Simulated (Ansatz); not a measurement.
We consider GaGe2N (model structure, started from the BC2N type, R3m, No. 160, 4 atoms in the cell), described by PBE (PAW; Ansatz, a quantum-chemistry and plane-wave program).

Input file:

Ansatz 0.2 input:
```yaml
crystal:
  lattice:
    - [1.8359363726, 1.059978545, 6.3356904429]
    - [-1.8359363726, 1.059978545, 6.3356904429]
    - [0.0, -2.1199565318, 6.3356905363]
  atoms:
    - { symbol: Ga, position: [0.0197337203, 0.0197337203, 0.0197337203] }
    - { symbol: N, position: [0.1245069072, 0.1245069072, 0.1245069072] }
    - { symbol: Ge, position: [0.4860249619, 0.4860249619, 0.4860249619] }
    - { symbol: Ge, position: [0.6197674106, 0.6197674106, 0.6197674106] }
basis:
  ecutwfc: 520
  ecutrho_ratio: 4
  xc_grid: 2
kpoints:
  mp_grid: { grid: [18, 18, 18] }
hamiltonian:
  xc: pbe
  dispersion: none
  pseudopotentials: { kind: paw }
scf:
  occupations: { method: fermi_dirac, width: 0.05 }
output:
  forces: true
  stress: true
  eigenvalues: true
relax:
  f_tol: 0.004
  escape_saddle: false
  max_steps: 80
  cell: { stress_tol: 0.02, fix: [volume] }
```

The run printed, among other lines:

```
Relaxation: its limit of steps is 80 (relax.max_steps)
Crystal: 4 atoms, lattice volume = 73.978 Å³
Basis set: ecut = 520 eV, 1985 PW (Γ), FFT grids on a1−a3, a2−a3, a3, exchange–correlation on 60×60×100 points (8 copies of the dense FFT grid, shifted against one another)
Bands: 28, of which v1, the nominal top of the filled ones, is band 23 counted from 1 (22 counted from 0)
Symmetry: 6 space group operations
Space group: R3m (ITA 160), of the structure as read, at distance tolerance 4.2e-5 Å
k-points: 580 of 5832 (time reversal used)
Functional: x = pbe(κ = 0.804, μ = 0.2195149727645171), c = pbe(β = 0.06672455060314922)
SCF iter   1: F=—  HF=-12755.404162 eV  |F-HF|=—  |Δ(HF+E_count)|=         —  Δρ=5.17e-3  dr2=6.18e-2
SCF iter   2: F=—  HF=-12755.395339 eV  |F-HF|=—  |Δ(HF+E_count)|=   8.82e-3  Δρ=1.73e-3  dr2=3.38e-3
  ...
SCF 1 converged in 7 iterations: F = -12755.394548 eV  dr2 = 4.49e-8
Crystal: 4 atoms, lattice volume = 73.978 Å³
Initial density: handed on by an earlier stage of this run
SCF 2 converged in 4 iterations: F = -12755.394935 eV  dr2 = 2.38e-7
Crystal: 4 atoms, lattice volume = 73.978 Å³
SCF 3 converged in 4 iterations: F = -12755.395076 eV  dr2 = 1.45e-8
Crystal: 4 atoms, lattice volume = 73.978 Å³
Basis set: ecut = 520 eV, 1973 PW (Γ), FFT grids on a1−a3, a2−a3, a3, exchange–correlation on 60×60×100 points (8 copies of the dense FFT grid, shifted against one another)
SCF 4 converged in 4 iterations: F = -12755.395084 eV  dr2 = 2.28e-9
Crystal: 4 atoms, lattice volume = 73.978 Å³
SCF iter   4: F=—  HF=-12755.395084 eV  |F-HF|=—  |Δ(HF+E_count)|=  1.46e-11  Δρ=1.39e-7  dr2=1.60e-11
SCF iter   5: F=-12755.395084 eV  HF=-12755.395084 eV  |F-HF|=1.82e-12  |Δ(HF+E_count)|=  5.46e-12  Δρ=5.23e-8  dr2=9.59e-13
SCF 5 converged in 5 iterations: F = -12755.395084 eV  dr2 = 9.59e-13
SCF converged after 5 iterations
Free energy (F): -12755.395084 eV
Internal energy: -12755.378122 eV  (E = F + TS)
E sigma→0 (E₀):  -12755.386603 eV
Fermi energy:    8.502046 eV
--- Forces (eV/Å), atoms counted from 1 ---
  atom   1  Ga     0.00000000    -0.00000000    -0.00293017
  atom   2  N      0.00000000     0.00000000     0.00010933
  atom   3  Ge     0.00000000     0.00000000     0.00317633
  atom   4  Ge     0.00000000    -0.00000000    -0.00035539
--- Stress (GPa, compression-positive) ---
       -1.258472       0.000000      -0.000000
        0.000000      -1.258472      -0.000000
        0.000000      -0.000000      -1.274675
  P = ⅓ Tr σ = -1.2639 GPa (-12.639 kbar)
```

The cell is one volume of an energy–volume scan, off the minimum.

Note: the relaxation could raise the start's symmetry but not lower it, so the cell can be a saddle point.

A model structure was made by putting elements into a prototype or built by hand; it is no filed structure, need not be a known phase, and can be a saddle point held by its symmetry.
